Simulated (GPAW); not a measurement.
## σyy against uniaxial strain in CsCl-type AuZn (space group 221): C12 (GPAW, PBEsol)

```
CELL_PARAMETERS angstrom
      3.08667     0.00000     0.00000
      0.00000     3.13367     0.00000
      0.00000     0.00000     3.13367
ATOMIC_POSITIONS crystal
  Zn 0.50000 0.50000 0.50000
  Au 0.00000 0.00000 0.00000
```

Method: PBEsol, GPAW PAW datasets PBEsol (made by gpaw-setup) (plane waves; GPAW 25.7.0). Settings: mode = pw; ecut = 780 eV; xc = PBEsol; kpts = 22 22 22; mesh shift (steps) = 0 0 0; occupations.name = fermi-dirac; occupations.width = 0.05 eV; nbands = -8; convergence.density = 1e-06 e/electron; convergence.energy = 1e-06 eV/electron; symmetry.symmorphic = false; symmetry.tolerance = 0.0005; maxiter = 150. The cell above is the first row's. The rows stretch one cube axis (x) by the strain ε and hold the other two. Stress is positive in tension. In all rows fractional positions and the k mesh are held.

```
ε (%)  σyy (GPa)
-----  ---------
-1.5           ?
-1.0       -1.20
-0.5       -0.49
0.0         0.19
0.5         0.86
1.0         1.52
1.5         2.17
2.0         2.79
```

Q: Fit σyy against ε with a parabola, and predict the withheld value at ε = -1.5.

A: Least squares gives σyy = 0.191 + 1.3595·ε - 0.0295·ε². Residuals (row less fit): -0.002, 0.006, -0.001, -0.003, -0.001, 0.006, -0.002; standard error 0.005 (degrees of freedom: 4). The slope at ε = 0, 1.3595 GPa per cent, gives C12 ≈ 100 × 1.3595 = 136 GPa, for the static lattice. At the withheld row, σyy = 0.191 + 1.3595 × (-1.5) - 0.0295 × (-1.5)² = -1.915 GPa. The calculation gives -1.94 GPa, 0.025 GPa below the prediction (0.5 % of the range of σyy in the table). The row lies outside the fitted rows, so this is an extrapolation. From the scatter of the fitted rows alone, a prediction at this place has a standard error of 0.009 GPa, so the miss is 2.7 times that.

Carrying the step between the two nearest rows on in a straight line would have given -1.91, off by 0.03; series whose last step already gives the withheld value aren't shown. The reference cell has the volume at which an earlier scan in this program and functional put its minimum by a fit. The runs keep the symmetry of the cell, so they don't test it for distortions. The unstrained cell stands at a pressure of -0.19 GPa, and the constants belong to that pressure. By symmetry this strain leaves no force on the atoms; the largest in the rows is 0.000 eV/Å. Spin-orbit coupling is off. Without a gap such slopes are sensitive to mesh and smearing. Cutoffs and mesh are single choices, not tested for convergence of this quantity. Series with a scatter that would blur these digits, or in which a gap closes, are not shown. Strain series were run only where this level's volume lies within 10 % of a first guess from the measured size.
